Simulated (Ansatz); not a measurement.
# CdS under a change: tensor shear ε_xz = +1.67 %

The reference is CdS in the wurtzite structure (space group P6_3mc, No. 186; a = 4.074 Å, c = 6.637 Å). Axes: x lies along a and z along c of the hexagonal cell.

It is then changed as follows: a pure shear with ε_xz = ε_zx = 0.0167; the atoms relax in the strained cell.

All numbers come from LDA (Ansatz, a first-principles code, PAW, no spin-orbit coupling). Γ-centred 9×9×5 mesh, Fermi–Dirac width 0.05 eV.

```csv
quantity,base,changed,shift
volume per atom,23.85 Å³,23.84 Å³,-0.01 Å³
space group,P6_3mc (No. 186),Cc (No. 9),–
shortest interatomic distance,2.491 Å,2.491 Å,-0.0009 Å
energy relative to the base (free energy F),0 meV/atom,+1.3 meV/atom,+1.3 meV/atom
"pressure (mean of the normal stresses, compression positive)",0.00 GPa,-0.02 GPa,-0.014 GPa
band gap,1.03 eV,0.99 eV,-0.04 eV
gap character,direct at Γ,direct at Γ,–
electron mass,"0.11 mₑ along c, 0.11 mₑ across (at Γ)","0.11 mₑ along z, 0.11 mₑ across (at Γ)",–
"valence-band top at Γ (three highest levels, from the VBM)","0.00, 0.00, -0.06 eV","0.00, -0.03, -0.13 eV",–
"stress (xx, yy, zz, yz, xz, xy; compression positive)",–,"(-0.05, 0.00, 0.00, 0.00, -0.53, 0.00) GPa",–
```

Final structure:

```
CdS
1.0
    4.07411     0.00000     0.06804
   -2.03706     3.52828    -0.03402
    0.11083     0.00000     6.63675
Cd S
2 2
Direct
  0.33005   0.66638   0.00047
  0.66367   0.33362   0.50047
  0.33666   0.66705   0.37653
  0.66962   0.33295   0.87653
```

Masses are band curvatures over ±0.01 Å⁻¹ around the edge. Stability against distortions was not tested. Labels are those of the standard path for the cell's own space group.
